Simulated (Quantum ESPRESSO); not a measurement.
A working Quantum ESPRESSO input for V3Ga (Cmmm, 4 atoms in the cell) (DFT, LDA (PW92), plane waves, PseudoDojo standard norm-conserving (LDA) pseudopotentials):

```fortran
&control
   calculation = 'scf',
   prefix = 'scf',
   outdir = './work',
   pseudo_dir = './',
   tprnfor = .true.,
   tstress = .true.,
/
&system
   ibrav = 0,
   nat = 4,
   ntyp = 2,
   ecutwfc = 85,
   occupations = 'smearing',
   smearing = 'marzari-vanderbilt',
   degauss = 0.0099958,
/
&electrons
   conv_thr = 1.0d-10,
   mixing_beta = 0.3,
/
ATOMIC_SPECIES
V     50.9415  V.upf
Ga    69.7230  Ga.upf
CELL_PARAMETERS angstrom
   1.6147150000    -2.1436770000     0.0000000000
   1.6147150000     2.1436770000     0.0000000000
   0.0000000000     0.0000000000     8.6200420000
ATOMIC_POSITIONS angstrom
V     1.6147150000    0.0000000000    6.4139146509
V     1.6147150000    0.0000000000    2.2061273491
V     0.0000000000    0.0000000000    4.3100210000
Ga    0.0000000000    0.0000000000    0.0000000000
K_POINTS automatic
9 9 3  0 0 0
```

The run converged in 21 iterations: free energy E − TS -8099.2954 eV; Fermi level (on the code's own zero) 14.43 eV; pressure -20.39 GPa; largest force (vector length) 0.151 eV/Å. Each of these slips is then made, one at a time:

(1)
```diff
+   electron_maxstep = 3,
```

(2)
```diff
-   degauss = 0.0099958,
+   degauss = 0.3,
```

Q: Predict the outcome of each change.

A: 
(1) An iteration limit that is too low. The run ended unconverged after 3 iterations.

(2) A smearing width that is far too large. The run converged in 37 iterations without an error; against the sound input the free energy drops by 837 meV/atom, the pressure goes from -20.39 to -1.70 GPa and the largest force goes from 0.151 to 0.549 eV/Å. The full log also holds: “c_bands:  2 eigenvalues not converged” and “c_bands:  4 eigenvalues not converged”.

The starting cell comes from a database of computed structures (which also holds hypothetical and non-ambient phases and stackings), without a prior relaxation at this level. Its lattice was rescaled by a random factor within 2.5 % of one. Spin polarisation is off. In the base run, with a pressure of about -20 GPa the cell is away from its equilibrium volume at this level.

Left out of this page: 3 runs of the series outside the window shown, repeating another row's setting, or not comparable; 1 run of the series stopped by limits of time or memory.
